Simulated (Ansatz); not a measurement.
Take Lu in the hcp (Mg type) structure (space group P6_3/mmc, No. 194; relaxed with 0.1 eV smearing) as the base.

```xyz
2
Lattice="3.4432 0.0000 0.0000 -1.7216 2.9819 0.0000 0.0000 0.0000 5.3669" Properties=species:S:1:pos:R:3 pbc="T T T"
Lu     1.7216     0.9940     4.0251
Lu     0.0000     1.9879     1.3417
```

Method: Ansatz (a quantum-chemistry and plane-wave program), PBEsol, PAW, cutoff 420 eV, no SOC.

Strains are applied to the cell and any free atomic positions relax.

One change was made to it. Results:

```json
[
 {"quantity": "pressure (mean of the normal stresses, compression positive)", "base": "0.0 GPa", "after": "5.3 GPa"},
 {"quantity": "energy relative to the base (free energy F)", "base": "0 meV/atom", "after": "+37 meV/atom"}
]
```

**Question.** Name the change that was made.
A. isotropic strain +2.00 %
B. isotropic strain −3.00 %
C. isotropic strain −2.50 %
D. isotropic strain +1.00 %
E. isotropic strain −2.00 %

**Answer.** B, isotropic strain −3.00 %. For comparison, the energy relative to the base in the other runs: isotropic strain −2.50 % gives +25 meV/atom; isotropic strain +1.00 % gives +3.7 meV/atom; isotropic strain −2.00 % gives +16 meV/atom; isotropic strain +2.00 % gives +15 meV/atom.

Stability against distortions was not tested.
